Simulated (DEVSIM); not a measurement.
Structure: W/SiO2/p-InP capacitor, at 300 K.

```csv
layer (left to right),material,thickness (nm),Na (cm⁻³)
1,SiO2,9.90,-
2,InP,2800,5e16
```

Metal gate on the left, work function 4.6 eV. Fixed charge at the semiconductor interface 0 cm⁻² (in units of +e); no interface traps.

The device is made up for the run: typed textbook-type constants, with dimensions and the other settings drawn at random. Values at 300 K.

| parameter | SiO2 | InP |
|---|---|---|
| gap (eV) | 9 | 1.344 |
| affinity (eV) | 0.9 | 4.38 |
| permittivity | 3.9 | 12.5 |
| Nc (cm⁻³) | - | 5.7e17 |
| Nv (cm⁻³) | - | 1.1e19 |

DEVSIM, 1D Poisson equation in equilibrium, Boltzmann statistics, complete ionisation; no quantum confinement or tunnelling. Metal contacts follow the ideal Schottky-Mott rule: no Fermi-level pinning, no interface dipoles.

The substrate doping was swept, all else fixed.

```json
[
 {"substrate doping (cm^-3)": "2.5e15", "flat-band voltage (V)": "-0.91", "threshold voltage (band bending 2φF) (V)": "(withheld)", "minimum of the low-frequency capacitance (μF/cm²)": "(withheld)"},
 {"substrate doping (cm^-3)": "5e15", "flat-band voltage (V)": "-0.92", "threshold voltage (band bending 2φF) (V)": "0.22", "minimum of the low-frequency capacitance (μF/cm²)": "0.0213"},
 {"substrate doping (cm^-3)": "1e16", "flat-band voltage (V)": "-0.94", "threshold voltage (band bending 2φF) (V)": "0.29", "minimum of the low-frequency capacitance (μF/cm²)": "0.0292"},
 {"substrate doping (cm^-3)": "2.5e16", "flat-band voltage (V)": "-0.97", "threshold voltage (band bending 2φF) (V)": "0.42", "minimum of the low-frequency capacitance (μF/cm²)": "0.0426"},
 {"substrate doping (cm^-3)": "5e16", "flat-band voltage (V)": "-0.98", "threshold voltage (band bending 2φF) (V)": "0.57", "minimum of the low-frequency capacitance (μF/cm²)": "0.0566"},
 {"substrate doping (cm^-3)": "1e17", "flat-band voltage (V)": "-1.00", "threshold voltage (band bending 2φF) (V)": "0.76", "minimum of the low-frequency capacitance (μF/cm²)": "0.0738"}
]
```

Task: Complete the blanks.

Result: 
- 2.5e15, threshold voltage (band bending 2φF) (V): 0.16
- 2.5e15, minimum of the low-frequency capacitance (μF/cm²): 0.0159
